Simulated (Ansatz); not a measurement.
# PdTe2 (P-3m1): band-structure transport figures

Given:

```yaml
crystal:
  lattice:
    - [4.04216, 0.00000, 0.00000]
    - [-2.02108, 3.50061, 0.00000]
    - [0.00000, 0.00000, 5.06165]
  atoms:
    - { symbol: Te, position: [0.33333, 0.66667, 0.26740] }
    - { symbol: Te, position: [0.66667, 0.33333, 0.73260] }
    - { symbol: Pd, position: [0.00000, 0.00000, 0.00000] }
```

Method: PBEsol, rigid bands (plane waves, PAW, scalar-relativistic; Ansatz, a program for electronic structure). How the cell was made: cell and atoms relaxed with PBEsol.

```json
{
 "density of states at the Fermi level": "1.47 states/(eV·cell), both spins",
 "bare Sommerfeld coefficient": "1.15 mJ/(mol of atoms·K²)",
 "drude_plasma_energy": "6.0 (x), 6.0 (y), 5.4 (z) eV",
 "root-mean-square Fermi velocity": "7.9e5 m/s",
 "resistivity times τ": "13.8 (x), 13.8 (y), 16.8 (z) ×10⁻²² Ω·m·s"
}
```

A metal at this level (no band gap); rigid bands, thermally averaged at 300 K, both spins. Spin-orbit coupling is left out. τ is one relaxation time for all states.

Formula and space group known from diffraction (Crystallography Open Database), not checked to be the room-temperature form: PdTe2 (P-3m1).
